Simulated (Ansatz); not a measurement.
Consider PbO₂ in the rutile structure (space group P4_2/mnm, No. 136; a = 5.0816 Å, c = 3.4436 Å). Axes: x, y, z lie along a, b, c of the conventional cell.

Calculations: PBE in Ansatz (plane waves to 420 eV, PAW, no spin-orbit coupling).

Strains are applied to the cell and any free atomic positions relax.

One change was made to it. Results:

```tsv
quantity	base	after
pressure (mean of the normal stresses, compression positive)	0.0 GPa	-1.7 GPa
energy relative to the base (free energy F)	0 meV/atom	+1.5 meV/atom
```

Problem. Name the change that was made.
A) uniaxial strain ε_zz = +2.40 %
B) uniaxial strain ε_zz = +1.80 %
C) uniaxial strain ε_zz = +3.00 %
D) uniaxial strain ε_zz = +1.20 %

Solution. D, uniaxial strain ε_zz = +1.20 %. For comparison, the energy relative to the base in the other runs: uniaxial strain ε_zz = +2.40 % gives +5.9 meV/atom; uniaxial strain ε_zz = +1.80 % gives +3.4 meV/atom; uniaxial strain ε_zz = +3.00 % gives +9.1 meV/atom.

Stability against distortions was not tested. The final runs are not spin-polarised.

Ansatz is a first-principles code.
